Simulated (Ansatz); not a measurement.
System: SiC (model structure, started from the GeS type, Pnma, No. 62, 8 atoms in the cell). Method: PBEsol (PAW; Ansatz, a quantum-chemistry and plane-wave program).

Run with plane-wave cutoff 500 eV, 6×14×12 k mesh (along the axes of the cell as run), Fermi–Dirac smearing 0.05 eV, scalar-relativistic PAW data made under PBE.

Cell (relaxed at this level):

```cif
data_C4Si4
_chemical_formula_sum 'Si4 C4'
_space_group_name_H-M_alt 'P 1'
_space_group_IT_number 1
_cell_length_a 5.81248
_cell_length_b 3.12466
_cell_length_c 5.19052
_cell_angle_alpha 90.000
_cell_angle_beta 90.000
_cell_angle_gamma 90.000
loop_
_space_group_symop_operation_xyz
  'x, y, z'
loop_
_atom_site_label
_atom_site_type_symbol
_atom_site_fract_x
_atom_site_fract_y
_atom_site_fract_z
_atom_site_occupancy
Si1 Si 0.15932 0.25000 0.40404 1
Si2 Si 0.34068 0.75000 0.90404 1
Si3 Si 0.84068 0.75000 0.59596 1
Si4 Si 0.65932 0.25000 0.09596 1
C1 C 0.82446 0.25000 0.39614 1
C2 C 0.67554 0.75000 0.89614 1
C3 C 0.17554 0.75000 0.60386 1
C4 C 0.32446 0.25000 0.10386 1
```

Task: Estimate the band gap that the calculation returns.

Result: 
- band gap = 2.49 eV (on the SCF k mesh)

Note: the relaxation could raise the start's symmetry but not lower it, so the cell can be a saddle point.

Static lattice: no zero-point or thermal effects.

Computing time: very roughly 15 core-minutes.

A model structure was made by putting elements into a prototype or built by hand; it is no filed structure, need not be a known phase, and can be a saddle point held by its symmetry.
